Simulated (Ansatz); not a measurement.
The reference is ZnIn2O4 (space group I-4, No. 82; a = 4.695 Å, c = 10.027 Å; a hypothetical phase, not in the database extracts checked). Axes: x, y, z lie along a, b, c of the conventional cell.

It is then changed as follows: biaxial strain +0.57 %, plane normal [001], relaxed out of plane (Cartesian); in-plane vectors clamped, the third vector and the atoms free.

Levels (all Ansatz, a program for electronic structure, PAW): PBEsol (420 eV, no spin-orbit coupling); r2SCAN (500 eV, spin-orbit coupling left out); HSE06 (420 eV, spin-orbit coupling left out).

One geometry, relaxed with PBEsol, under each level:

```csv
level,band gap,lowest conduction level above the VBM at special points,pressure
PBEsol,0.84 eV,Γ 0.84 eV; M 3.27 eV; N 3.54 eV; S 3.84 eV,-0.23 GPa
r2SCAN,[?],[?],-0.27 GPa
HSE06,2.38 eV,Γ 2.38 eV; M 4.96 eV; N 5.27 eV,–
```

**Question.** Give the withheld r2SCAN results.

**Answer.** 
- r2SCAN, band gap: 1.29 eV
- r2SCAN, lowest conduction level above the VBM at special points: Γ 1.29 eV; M 3.78 eV; N 4.07 eV; S 4.38 eV

Single points use the geometry relaxed with PBEsol. Their cutoffs differ, which shifts pressures a little. No phonon test of stability was made.
